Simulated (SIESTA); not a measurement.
A self-consistent single point of CrBW (Fmmm, 6 atoms in the cell) with SIESTA.

Method: GGA PBEsol, numerical atomic orbitals DZP, PseudoDojo PBEsol standard norm-conserving potentials (rewritten from UPF to PSML) (SIESTA 5.4.2).

```xyz
6
Lattice="0.0000 3.7923 3.8447 2.2921 0.0000 3.8447 2.2921 3.7923 0.0000" Properties=species:S:1:pos:R:3 pbc="T T T"
Cr     2.2921     2.4948     3.8447
Cr     2.2921     5.0897     3.8447
B      3.4382     5.6884     5.7670
B      1.1461     1.8961     1.9223
W      2.2921     3.7923     1.2741
W      2.2921     3.7923     6.4152
```

Reference input (self-consistent single point, DFT, LDA PW92, numerical atomic orbitals DZP, PseudoDojo LDA standard norm-conserving potentials (rewritten from UPF to PSML)): XC.functional = LDA; XC.authors = PW92; potentials = PseudoDojo LDA standard; PAO.BasisSize = DZP; PAO.EnergyShift = 0.01 Ry; MeshCutoff = 400 Ry; kgrid.MonkhorstPack = 6 6 6; OccupationFunction = FD; ElectronicTemperature = 0.1 eV; MaxSCFIterations = 150; SCF.Mixer.Method = Pulay; SCF.Mixer.Weight = 0.1. This run's input differs from it in these lines:

```diff
@@ -1,2 +1,2 @@
-# files in the folder: Cr.psml B.psml W.psml (PseudoDojo LDA standard)
+# files in the folder: Cr.psml B.psml W.psml (PseudoDojo PBEsol standard)
 SystemName  CrBW
@@ -27,4 +27,4 @@
 
-XC.functional                LDA
-XC.authors                   PW92
+XC.functional                GGA
+XC.authors                   PBEsol
 PAO.BasisSize                DZP
```

Output (repeated stretches shortened):

```
        iscf     Eharris(eV)        E_KS(eV)     FreeEng(eV)     dDmax    Ef(eV) dHmax(eV)
   scf:    1    -8801.685574    -9029.004304    -9029.085121  1.238252 -1.072535 40.671023
   scf:    2    -9147.528978    -9109.327451    -9109.452300  0.621900 -2.247343 13.293599
   scf:    3    -9122.346100    -9119.036304    -9119.183835  0.179802 -3.054412  7.771452
   scf:    4    -9117.693825    -9120.971295    -9121.108276  0.237625 -3.486127  6.030033
   scf:    5    -9109.530228    -9115.951089    -9116.079731  0.086571 -3.242815 10.930301
   [... 8 lines left out ...]
   scf:   14    -9123.111246    -9123.111263    -9123.273853  0.000278 -3.952290  0.001138
   scf:   15    -9123.111264    -9123.111264    -9123.273853  0.000018 -3.952341  0.000957
   scf:   16    -9123.111259    -9123.111261    -9123.273853  0.000072 -3.952476  0.000186
   scf:   17    -9123.111261    -9123.111261    -9123.273853  0.000002 -3.952492  0.000165
SCF Convergence by DM+H criterion
max |DM_out - DM_in|         :     0.0000022940
max |H_out - H_in|      (eV) :     0.0001653381
SCF cycle converged after 17 iterations

Using DM_out to compute the final energy and forces

siesta: E_KS(eV) =            -9123.1113

siesta: E_KS - E_eggbox =     -9123.1113

siesta: Atomic forces (eV/Ang):
     1    0.001138   -0.136797    0.000309
     2   -0.001138    0.136798   -0.000309
     3   -0.000058   -0.000072   -0.000456
     4    0.000058    0.000072    0.000456
     5   -0.000586    0.000053    0.092164
     6    0.000586   -0.000053   -0.092164
   Tot    0.000000   -0.000000    0.000000
   Max    0.136798
   Res    0.054985    sqrt( Sum f_i^2 / 3N )
   Max    0.136798    constrained

   [... lines left out ...]
siesta: FreeEng =     -9123.273853
siesta: Cell volume =         66.838427 Ang**3
siesta:         -97.30556413        -96.33875709  kBar
   [... lines left out ...]
              0.283   0.681   0.802   0.991   0.951   0.906   0.073   0.021

             -0.000  -0.014   0.050

mulliken: Qtot =       62.000

Mulliken Atomic Populations:
Atom #   charge [q] valence [e]  Species
     1    -0.179191   14.179191  Cr
     2    -0.179191   14.179191  Cr
     3    -0.567571    3.567571  B
     4    -0.567571    3.567571  B
     5     0.746762   13.253238  W
     6     0.746762   13.253238  W
 Total     0.000000
```

The run converged in 17 iterations. Against the reference run the pressure goes from -16.39 to -9.73 GPa and the largest force goes from 0.184 to 0.137 eV/Å.

The starting cell comes from a database of computed structures (which also holds hypothetical and non-ambient phases and stackings), without a prior relaxation at this level. Spin polarisation is off. Values carry the incompleteness of an atom-centred basis. With a pressure of about -10 GPa the cell is away from its equilibrium volume at this level.

Cost on one core of a shared machine: roughly 80 s.
